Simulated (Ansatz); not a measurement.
GaN under load (space group I-4m2), r2SCAN with spin-orbit coupling, rigid bands (Ansatz, a quantum-chemistry and plane-wave program). Condition of this run: uniaxial stress along [001] of 20 GPa (compression positive) (the target of the relaxation). Band gap 1.89 eV, N_c = 2.01e18 cm⁻³ and N_v = 1.15e19 cm⁻³ at 300 K, conductivity masses along z (a = (0.00, 2.44, 1.78) Å; b = (2.44, 0.00, 1.78) Å; c = (2.44, 2.44, 0.00) Å) of 0.161 mₑ (electrons) and 0.210 mₑ (holes). Take k_BT = 0.02585 eV.

**Question.** A film of it is 8 nm thick, with its normal along the direction named. Estimate the confinement energies in an infinite well.

**Answer.** ħ²π²/(2m t²) = 0.376 eV·nm²/(m/mₑ × t²) gives 36.5 meV for electrons and 28.0 meV for holes, so the gap would widen to about 1.95 eV. Finite barriers and nonparabolic bands lower this, and with several valleys or bands the heaviest mass along the normal sets the lowest level, not this average.

**Question.** What thermal injection velocity √(2k_BT/πm) limits a ballistic channel along the direction named?

**Answer.** 1.34e7 cm/s for electrons and 1.17e7 cm/s for holes, a ratio of √(m_h/m_e) = 1.14, for dilute carriers.

**Question.** Find the intrinsic carrier density and the intrinsic Fermi level.

**Answer.** n_i = √(N_c N_v) exp(−E_g/2k_BT) = 4.81e18 × exp(−36.55) = 6.4e2 cm⁻³. The level lies (k_BT/2) ln(N_v/N_c) = 23 meV from mid-gap (positive towards the conduction band). Each 0.1 eV added to the gap lowers n_i by a factor of 6.9.

Rigid bands with the computed gap; masses take one relaxation time for all states. Geometry: cell and atoms relaxed with PBEsol.
